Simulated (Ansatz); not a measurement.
SnSe2, response to strain

Take SnSe₂ in the CdI2 type structure (space group P-3m1, No. 164; a = 3.840 Å, c = 6.006 Å; layered, stacked along the Cartesian z axis) as the base. Axes: x lies along a and z along c of the hexagonal cell.

Strains are applied to the cell and any free atomic positions relax; under biaxial strain the out-of-plane vector relaxes too.

Calculations: plane-wave PAW DFT at the PBE-D3(BJ) level (Ansatz, a program for electronic structure, 420 eV), no spin-orbit coupling.

Computed cases, in order: biaxial strain −3.68 %, plane normal [001], relaxed out of plane; the unstrained base; biaxial strain +0.97 %, plane normal [001], relaxed out of plane; biaxial strain +2.44 %, plane normal [001], relaxed out of plane; biaxial strain +3.65 %, plane normal [001], relaxed out of plane.

Question: Between which two neighbouring cases does the band gap open or close?

Answer: Between biaxial strain +2.44 %, plane normal [001], relaxed out of plane (0.11 eV) and biaxial strain +3.65 %, plane normal [001], relaxed out of plane (zero). The whole series: biaxial strain −3.68 %, plane normal [001], relaxed out of plane: 0.36 eV; the unstrained base: 0.36 eV; biaxial strain +0.97 %, plane normal [001], relaxed out of plane: 0.27 eV; biaxial strain +2.44 %, plane normal [001], relaxed out of plane: 0.11 eV; biaxial strain +3.65 %, plane normal [001], relaxed out of plane: zero.

The mesh was chosen for an insulator and is coarse for the gapless case. Whether these cells are dynamically stable was not tested. The final runs are not spin-polarised. The zero or small gap of SnSe2 under biaxial strain +0.97 %, plane normal [001], relaxed out of plane, SnSe2 under biaxial strain +2.44 %, plane normal [001], relaxed out of plane and SnSe2 under biaxial strain +3.65 %, plane normal [001], relaxed out of plane can change with the level of theory.
